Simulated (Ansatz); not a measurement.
The starting structures come from a database of crystals and need not be the phases stable at ambient conditions.

Input:

```xyz
16
Lattice="6.7625 0.0000 0.0039 0.0000 8.1994 0.0000 2.5057 4.0997 7.2801" Properties=species:S:1:pos:R:3 pbc="T T T"
Zr     5.0719     0.9994     0.0029
Zr     1.6906     7.2000     0.0010
Tl     6.2076     7.1674     3.6569
Tl     3.0606     5.1317     3.6270
Tl     6.4419     3.0677     3.6289
Tl     2.8263     9.2314     3.6550
Pb     5.0719     5.1108     0.0029
Pb     1.6906     3.0886     0.0010
S      5.4175     4.9488     5.8623
S      3.8506     7.3502     1.4216
S      7.2319     0.8491     1.4236
S      2.0363    11.4499     5.8604
S      8.4920     6.8862     5.7252
S      0.7762     5.4129     1.5587
S      4.1574     2.7865     1.5606
S      5.1107     9.5126     5.7233
```

Space group of this cell: C2/c. The cell was relaxed by PBE-D3(BJ); by r2SCAN its mean pressure is 1.4 GPa.

Transport runs along the normal of the first two printed cell vectors.

The gap is the functional's own. No spin-orbit coupling. Mid-gap values are interpolated on the energy grid.

Question: Predict the band gap and the smallest decay constant κ at mid-gap from r2SCAN (Ansatz, an electronic-structure program).

Answer: Gap 1.15 eV on a 6×4×4 mesh; κ = 0.169 1/Å, at the zone centre.
